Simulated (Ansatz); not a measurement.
Defect: interstitial Cu in bixbyite In2O3, charge state +1. Method: PBE, PAW (plane waves to 420 eV; Ansatz, a program for electronic structure).

Settings: 80 host sites, the relaxed PBE lattice, one k-point at (0.250, 0.250, 0.250), smearing 0.01 eV, spin-restricted, no image-charge correction. Energies are static. The charge state is imposed; whether it is stable for some Fermi level was not computed. Sites that were not tried may lie lower.

Barriers: single points on a 2×2×2 k-point mesh shifted by half a step at the bands' geometries (they differ from the bands' own by up to 0.06 eV, and are uncertain by about as much).

The step: one Cu atom jumps by itself. Atoms about the jump, Cartesian Å from the middle of the jump, before and after:

| atom | x0 | y0 | z0 | x1 | y1 | z1 |
|---|---|---|---|---|---|---|
| Cu1 | -0.67 | 0.00 | -0.67 | 0.67 | 0.00 | 0.67 |
| O2 | -0.46 | 1.58 | 0.33 | -0.40 | 1.52 | 0.27 |
| O3 | -0.28 | -1.07 | -2.19 | -0.16 | -0.91 | -2.18 |
| O4 | -2.53 | -0.46 | 0.23 | -2.58 | -0.48 | 0.23 |
| O5 | 2.18 | -0.83 | 0.24 | 2.25 | -1.00 | 0.45 |
| In6 | 1.55 | 0.66 | -1.34 | 1.33 | 0.67 | -1.55 |
| In7 | -1.85 | -2.28 | -1.22 | -1.72 | -2.06 | -1.14 |
| In8 | -1.48 | 0.52 | 1.94 | -1.61 | 0.55 | 1.85 |
| O9 | -0.23 | -3.25 | -0.18 | -0.19 | -3.23 | -0.17 |
| O10 | 0.16 | -0.86 | 2.57 | 0.21 | -0.90 | 2.53 |
| In11 | 1.14 | -2.39 | 1.39 | 1.18 | -2.61 | 1.48 |

Where do these atoms stand at the saddle point, and how high is it?


| atom | x | y | z |
|---|---|---|---|
| Cu1 | -0.19 | -0.57 | -0.09 |
| O2 | -0.29 | 1.48 | 0.23 |
| O3 | -0.21 | -0.96 | -2.15 |
| O4 | -2.51 | -0.48 | 0.22 |
| O5 | 2.11 | -0.84 | 0.24 |
| In6 | 1.45 | 0.73 | -1.39 |
| In7 | -1.86 | -2.20 | -1.24 |
| In8 | -1.49 | 0.56 | 1.89 |
| O9 | -0.22 | -3.22 | -0.20 |
| O10 | 0.18 | -0.87 | 2.55 |
| In11 | 1.18 | -2.46 | 1.45 |
It lies 0.26 eV above the start and 0.26 eV above the end. The saddle point's order was not checked.
